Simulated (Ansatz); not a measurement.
**SnS under a change: biaxial strain −3.92 %, plane normal [001], relaxed out of plane**

Take SnS in the GeS type structure (space group Pnma, No. 62; a = 11.1550 Å, b = 3.9998 Å, c = 4.2614 Å) as the base. Axes: x, y, z lie along a, b, c of the conventional cell.

Modification: biaxial strain −3.92 %, plane normal [001], relaxed out of plane (Cartesian); in-plane vectors clamped, the third vector and the atoms free.

All numbers come from PBE-D3(BJ) (Ansatz, a quantum-chemistry and plane-wave program, PAW, spin-orbit coupling left out). Settings: 8×3×8 k-points, 0.05 eV Fermi–Dirac smearing, for the changed cell.

```csv
quantity,base,changed,shift
volume per atom,23.77 Å³,23.38 Å³,-0.385 Å³
space group,Pnma (No. 62),Pnma (No. 62),–
shortest interatomic distance,2.642 Å,2.629 Å,-0.013 Å
band gap,0.70 eV,0.52 eV,-0.18 eV
smallest direct gap,0.85 eV,0.66 eV,-0.19 eV
width of the top valence band,1.79 eV,1.68 eV,-0.101 eV
out-of-plane strain,–,+6.57 %,–
ratio −ε⊥/ε∥,–,1.68,–
mean in-plane stress (compression positive),–,+2.4 GPa,–
```

Final structure (turned so that z lies along the plane normal):

```
SnS
1.0
    3.84298     0.00000     0.00000
    0.00000    10.71769     0.00000
    0.00000     0.00000     4.54153
Sn S
4 4
Cartesian
  2.88223   4.15593   2.91973
  0.96074   1.20291   0.64896
  0.96074   6.56176   1.62180
  2.88223   9.51478   3.89256
  2.88223   6.90842   4.40295
  0.96074   9.16811   2.13219
  0.96074   3.80926   0.13858
  2.88223   1.54958   2.40934
```

Stability against distortions was not tested.
